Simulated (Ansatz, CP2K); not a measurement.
## Code comparison for LaBi2ClO4 (P1, 8 atoms in the cell)

Self-consistent single point, at a second geometry (atoms moved at random). First geometry:

```xyz
8
Lattice="3.9889 0.0000 0.0000 0.0000 3.9889 0.0000 0.0000 0.0000 9.3332" Properties=species:S:1:pos:R:3 pbc="T T T"
La     0.0000     0.0000     0.0000
Bi     1.9945     1.9945     2.5982
Bi     1.9945     1.9945     6.7350
Cl     0.0000     0.0000     4.6666
O      0.0000     1.9945     1.5088
O      0.0000     1.9945     7.8244
O      1.9945     0.0000     1.5088
O      1.9945     0.0000     7.8244
```

Second geometry:
```
LaBi2ClO4
1.0
    3.98890     0.00000     0.00000
    0.00000     3.98890     0.00000
    0.00000     0.00000     9.33319
La Bi Cl O
1 2 1 4
Cartesian
  0.02829  -0.06675  -0.00596
  2.00307   1.91803   2.57488
  1.97971   2.00478   6.71556
  0.00096  -0.02168   4.73355
  0.00463   1.95650   1.52663
 -0.00080   2.04129   7.84420
  1.99913   0.05775   1.45575
  1.96281   0.08786   7.82157
```

Shared settings, as Ansatz (an electronic-structure program) writes them: kpoints.mp_grid.grid = 6 6 3; scf.occupations.method = fermi_dirac; scf.occupations.width = 0.02 eV. Potentials and cutoffs stand in the table.

| code | model | ΔF from the first geometry (meV/atom) | pressure (GPa) | largest force (eV/Å) | gap on the mesh (eV) | cutoff |
|---|---|---|---|---|---|---|
| CP2K | LDA (Pade form), GPW, DZVP-MOLOPT-SR-GTH basis, GTH-PADE potentials (GTH_POTENTIALS) | 12.6 | -4.42 | 0.674 | 1.115 | grid 500 Ry |
| Ansatz | LDA (PW92), default PAW files made with PBE | 12.0 | -6.95 | 0.855 | 1.249 | default |

Size of the force on each atom (eV/Å): Sizes of forces hide their directions.

```csv
code,La1,Bi2,Bi3,Cl4,O5,O6,O7,O8
CP2K,0.674,0.248,0.448,0.133,0.266,0.342,0.651,0.504
Ansatz,0.636,0.448,0.855,0.126,0.260,0.453,0.668,0.502
```

Gaps are read on the mesh.

On Ansatz's run: spin-orbit coupling is off.

The spread over the programs that give each value: ΔF from the first geometry within 0.6 meV/atom; pressure within 2.53 GPa; largest force within 0.181 eV/Å; gap on the mesh within 0.134 eV.

CP2K uses small atom-centred bases, whose incompleteness enters pressures, forces and empty levels differently from a plane-wave cutoff. Ansatz's pressure is given at a fixed set of plane waves, as the other plane-wave codes print theirs; with its correction for the finite basis it is -6.49 GPa (the shift of 0.46 GPa shows how far the cutoff is from converged).

The starting cell comes from a database of computed structures (which also holds hypothetical and non-ambient phases and stackings), without a prior relaxation at this level. For this run, on top of that: atoms moved at random.

Keys are those of Ansatz 0.2.
